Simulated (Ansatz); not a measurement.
This concerns the energy of the reaction as written. Reaction: 1/2 cell B + 1/2 N2 (gas) → cell A. A negative value means that the right-hand side lies lower.

Cell A: a slab of Cu (fcc, Fm-3m) cut along (111), 16 atoms, oblique cell of 5.13 × 2.57 Å (11.4 Å²), symmetry P2/m within 0.02 Å, 14.7 Å thick under 16 Å of vacuum, in-plane vectors held at the crystal's; planes from bottom to top: N | Cu2 × 7 | N; added, foreign or displaced atoms, above the top plane and below the bottom plane: two times N bound to 3 Cu at 1.82–1.84 Å; spin state with PBE: run without spin, k-point mesh 10×21×1.
```yaml
crystal:
  lattice:
    - [5.13338, 0.00000, 0.00000]
    - [1.28335, 2.22282, 0.00000]
    - [0.00000, 0.00000, 31.06716]
  atoms:
    - { symbol: Cu, position: [0.02458, 0.97481, 0.29390] }
    - { symbol: Cu, position: [0.49425, 0.00512, 0.29847] }
    - { symbol: Cu, position: [0.16621, 0.33311, 0.36469] }
    - { symbol: Cu, position: [0.66687, 0.33242, 0.36573] }
    - { symbol: Cu, position: [0.83505, 0.66425, 0.43246] }
    - { symbol: Cu, position: [0.33393, 0.66537, 0.43244] }
    - { symbol: Cu, position: [0.00000, 0.00000, 0.50000] }
    - { symbol: Cu, position: [0.50000, 0.00000, 0.50000] }
    - { symbol: Cu, position: [0.16495, 0.33575, 0.56754] }
    - { symbol: Cu, position: [0.66607, 0.33463, 0.56756] }
    - { symbol: Cu, position: [0.83379, 0.66689, 0.63531] }
    - { symbol: Cu, position: [0.33313, 0.66758, 0.63427] }
    - { symbol: Cu, position: [0.97542, 0.02519, 0.70610] }
    - { symbol: Cu, position: [0.50575, 0.99488, 0.70153] }
    - { symbol: N, position: [0.17982, 0.32078, 0.73705] }
    - { symbol: N, position: [0.82018, 0.67922, 0.26295] }
```

Cell B: a slab of Cu (fcc, Fm-3m) cut along (111), 30 atoms, hexagonal cell of 5.13 Å (22.8 Å²), symmetry P-3m1 within 0.02 Å, 14.6 Å thick under 16 Å of vacuum, in-plane vectors held at the crystal's; planes from bottom to top: N | Cu4 × 7 | N; added, foreign or displaced atoms, above the top plane and below the bottom plane: two times N bound to 3 Cu at 1.83 Å; spin state with PBE: run without spin, k-point mesh 10×10×1.
```xyz
30
Lattice="5.1334 0.0000 0.0000 2.5667 4.4456 0.0000 0.0000 0.0000 31.0672" Properties=species:S:1:pos:R:3 pbc="T T T"
Cu     0.0445     0.0257     9.2100
Cu     2.5222     0.0257     9.2100
Cu     1.2833     2.1715     9.2100
Cu     3.8500     2.2228     9.3169
Cu     1.2833     0.7409    11.3135
Cu     3.8500     0.7360    11.3608
Cu     2.5624     2.9662    11.3608
Cu     5.1377     2.9662    11.3608
Cu     5.1373     1.4796    13.4343
Cu     2.5628     1.4796    13.4343
Cu     6.4167     3.7047    13.4471
Cu     3.8500     3.7092    13.4343
Cu     0.0000     0.0000    15.5336
Cu     2.5667     0.0000    15.5336
Cu     1.2833     2.2228    15.5336
Cu     3.8500     2.2228    15.5336
Cu     1.2833     0.7409    17.6201
Cu     3.8500     0.7364    17.6329
Cu     2.5628     2.9660    17.6329
Cu     5.1373     2.9660    17.6329
Cu     5.1377     1.4794    19.7063
Cu     2.5624     1.4794    19.7063
Cu     6.4167     3.7047    19.7537
Cu     3.8500     3.7096    19.7063
Cu    -0.0445    -0.0257    21.8572
Cu     2.6112    -0.0257    21.8572
Cu     1.2833     2.2742    21.8572
Cu     3.8500     2.2228    21.7503
N      1.2833     0.7409    22.8493
N      6.4167     3.7047     8.2179
```

Reference: an isolated N2 molecule (singlet) in a box of 11 × 11 × 13 Å.

Computed with Ansatz (plane waves, PAW), its default PAW set, cutoff 420 eV, 500 eV for r2SCAN. The structures are at rest with PBE, within the held lattices; other levels are single points on them. Neutral cells; Fermi-Dirac smearing of at most 0.10 eV in the solids, energies taken to zero width. The lattices are those relaxed with PBE, so at other levels the solids can be strained, which adds to the spread. Larger cells are relaxed from a start prepared with the learned potential CHGNet till forces fall under 0.03 eV/Å, which some starts already meet. A dispersion term (D3(BJ), or D4 for r2SCAN) was computed beside these levels and is taken off wherever the name lacks it. The PAW files were made for PBE and serve at the other functionals too. Space groups of crystals are read within 0.01 Å. No zero-point or thermal terms. No structure search was made; lower ones may exist. The d electrons get no Hubbard U. Values are for these cell sizes. The cells' k-point meshes differ in density, so the last digit is unsettled. Cell A has symmetry P2/m within 0.02 Å and got no random move, so less symmetric positions, which may lie lower, weren't tried. Cell B has symmetry P-3m1 within 0.02 Å and got no random move, so less symmetric positions, which may lie lower, weren't tried.

**Question.** Estimate the value that r2SCAN returns for this input.

**Answer.** 2.53 eV, for 1/2 cell B + 1/2 N2 (gas) → cell A.

**Question.** How does the value move with the functional?

**Answer.** 
```
Functional  value (eV)  less r2SCAN
----------  ----------  -----------
PBE               2.66         0.13
```

The levels shown span 0.13 eV, from r2SCAN (2.53) to PBE (2.66).

Ansatz is a program for electronic structure.
